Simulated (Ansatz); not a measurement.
**Habitual settings against a tight run: TiPd3 (Pm-3m, 4 atoms in the cell)**

Self-consistent single point.

```
CELL_PARAMETERS angstrom
      3.85751     0.00000     0.00000
      0.00000     3.85751     0.00000
      0.00000     0.00000     3.85751
ATOMIC_POSITIONS crystal
  Ti 0.00000 0.00000 0.00000
  Pd 0.00000 0.50000 0.50000
  Pd 0.50000 0.00000 0.50000
  Pd 0.50000 0.50000 0.00000
```

Computed with LDA (PW92), PAW files made with PBE (plane waves; Ansatz, a quantum-chemistry and plane-wave program).

Base settings: basis.ecutwfc = 30.9 Ry; kpoints.mp_grid.grid = 9 9 9; hamiltonian.xc = lda; hamiltonian.pseudopotentials = {kind: paw} (the program's default PAW files); scf.occupations.method = gaussian; scf.occupations.width = 0.02 Ry.

Tight run (finer mesh or higher cutoff; not a proven limit): basis.ecutwfc: 30.9 Ry → 43.4 Ry; kpoints.mp_grid.grid: 9 9 9 → 13 13 13; scf.convergence.dr2_threshold: default (1e-07 eV) → 1e-09 eV. It gave Fermi level (on the code's own zero) 19.88 eV; pressure -4.18 GPa.

Quick runs, as changes from the base:
- A: the base itself
- B: basis.ecutwfc: 30.9 Ry → 15.4 Ry; kpoints.mp_grid.grid: 9 9 9 → 2 2 2
- C: basis.ecutwfc: 30.9 Ry → 18.4 Ry; kpoints.mp_grid.grid: 9 9 9 → 3 3 3; kpoints.mp_grid.shift: default → 0.5 0.5 0.5
- D: basis.ecutwfc: 30.9 Ry → 15.4 Ry; kpoints.mp_grid.grid: 9 9 9 → 4 4 4; scf.occupations.method: gaussian → cold; scf.occupations.width: 0.02 Ry → 0.0147 Ry
- E: kpoints.mp_grid.grid: 9 9 9 → 4 4 4; kpoints.mp_grid.shift: default → 0.5 0.5 0.5
- F: basis.ecutwfc: 30.9 Ry → 24.6 Ry; kpoints.mp_grid.grid: 9 9 9 → 6 6 6; hamiltonian.xc: lda → pbesol; scf.occupations.method: gaussian → methfessel_paxton; scf.occupations.width: 0.02 Ry → 0.0367 Ry [PBEsol]

Energies are extrapolated to zero smearing width, which holds to low order in the width alone.

Dashes: energy of F, another energy zero.

† marks runs with another functional, U, potentials or spin treatment: their distance from the tight run is not a convergence error alone.

The count of work is k-points × plane waves × bands × iterations; it is no time. 

Pressures in the table are Ansatz's without its Pulay estimate, at a fixed set of plane waves; the tight run's value above holds the estimate.

The starting cell comes from a database of computed structures (which also holds hypothetical and non-ambient phases and stackings), without a prior relaxation at this level. Its lattice was rescaled by a random factor within 2.5 % of one. Spin polarisation is off. In the base run, with a pressure of about -4 GPa the cell is away from its equilibrium volume at this level.

| run | energy less tight (meV/atom) | pressure less tight (GPa) | count of work / tight |
|---|---|---|---|
| A | 1.8 | 0.02 | 0.21 |
| B | 6564.8 | -345.24 | 0.0090 |
| C | 1172.3 | -86.81 | 0.010 |
| D | 5942.4 | -329.05 | 0.023 |
| E | 5.8 | 0.21 | 0.024 |
| F† | – | 2.95 | 0.095 |

Among the runs at the tight run's level, the energy misses run from 1.8 to 6564.8 meV/atom.

Keys are those of Ansatz 0.2.
